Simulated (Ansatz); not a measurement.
Abridged Ansatz (a program for electronic structure) output:

```
Relaxation: its limit of steps is 50 (relax.max_steps)
Pseudopotential: Na, paw, valence charge 9
Crystal: 1 atoms, lattice volume = 35.213 Å³
Basis set: ecut = 420 eV, 677 PW (Γ), exchange–correlation on 80×80×48 points (8 copies of the dense FFT grid, shifted against one another)
Bands: 9, of which v1, the nominal top of the filled ones, is band 5 counted from 1 (4 counted from 0)
Symmetry: 12 space group operations
k-points: 1024 of 10648
Functional: x = pbesol(κ = 0.804, μ = 0.12345679012345678), c = pbesol(β = 0.046)
SCF iter   1: F=—  HF=-1475.875722 eV  |F-HF|=—  |Δ(HF+E_count)|=         —  Δρ=1.75e-3  dr2=4.77e-4  ethr=1.77e-3  ⟨swp⟩=5.0  Hψ=58983  notcnv=0
SCF iter   2: F=—  HF=-1475.875183 eV  |F-HF|=—  |Δ(HF+E_count)|=   5.39e-4  Δρ=5.74e-4  dr2=7.49e-5  ethr=5.30e-6  ⟨swp⟩=2.4  Hψ=21843  notcnv=0
SCF 1 converged in 6 iterations: F = -1475.875170 eV  dr2 = 2.55e-10
relax step   1: F+E_penalty+E_count = -1475.87516998 eV  Δ(F+E_penalty+E_count) = +0.000e0 eV  max|allowed force component| = 0.000e0 eV/Å  Δτ_max = 0.0000 Å  P = +0.267 GPa  Ω = 35.213 Å³  fix = [a, b, gamma]  reactions: a +0.401, b +0.401 GPa  (6 SCF iters, dr2 threshold 1.00e-7 eV, accepted)
Crystal: 1 atoms, lattice volume = 35.213 Å³
SCF iter   1: F=—  HF=-1475.875169 eV  |F-HF|=—  |Δ(HF+E_count)|=         —  Δρ=1.48e-6  dr2=2.53e-10  ethr=2.86e-8  ⟨swp⟩=3.7  Hψ=85640  notcnv=0
SCF iter   2: F=—  HF=-1475.875170 eV  |F-HF|=—  |Δ(HF+E_count)|=   5.21e-7  Δρ=2.58e-7  dr2=9.48e-12  ethr=2.81e-12  ⟨swp⟩=2.5  Hψ=15008  notcnv=0
SCF 2 converged in 4 iterations: F = -1475.875170 eV  dr2 = 1.51e-15
SCF converged after 4 iterations
Free energy (F): -1475.875170 eV
Internal energy: -1475.860159 eV  (E = F + TS)
E sigma→0 (E₀):  -1475.867665 eV
Entropy (-TS):   -0.015011 eV (-15.011 meV/atom)
Fermi energy:    1.943116 eV
--- Forces (eV/Å), atoms counted from 1 ---
  atom   1  Na     0.00000000     0.00000000     0.00000000
--- Stress (GPa, compression-positive) ---
        0.400706       0.000000       0.000000
        0.000000       0.400706      -0.000000
        0.000000      -0.000000      -0.001656
  P = ⅓ Tr σ = 0.2666 GPa (2.666 kbar)
--- Relaxed structure (1 steps of the walk, 1 accepted, 1 SCFs on fresh bases) ---
  cell:  # Å, volume = 35.2126 Å³
    - [5.779412520175148, -4.3565321640200305e-27, 1.3682835687253348e-27]
    - [2.889706260087574, 5.0051180614215225, -6.852694596671963e-11]
    - [2.889706260087574, -1.668372687123841, 1.2173066831228423]
  atoms:
    - { symbol: Na, position: [0.0, 0.0, 0.0] }
```

### Question
What was computed, and what are the main results?

### Answer
Na, 1 atom in the cell, with plane-wave PAW DFT at the PBEsol level (Ansatz, 420 eV), no spin-orbit coupling. The last SCF converged to F = -1475.875170 eV, or -1475.8752 eV per atom, at a pressure of 0.27 GPa. The total energy compares only with runs of the same code, potentials and settings.

The cells carry an imposed strain or load. Stability against distortions was not tested. The cell was made from Na in the bcc (W type) structure (space group Im-3m, No. 229) by this change: biaxial strain −2.08 %, plane normal [111], relaxed out of plane.

Keys are those of Ansatz 0.2.
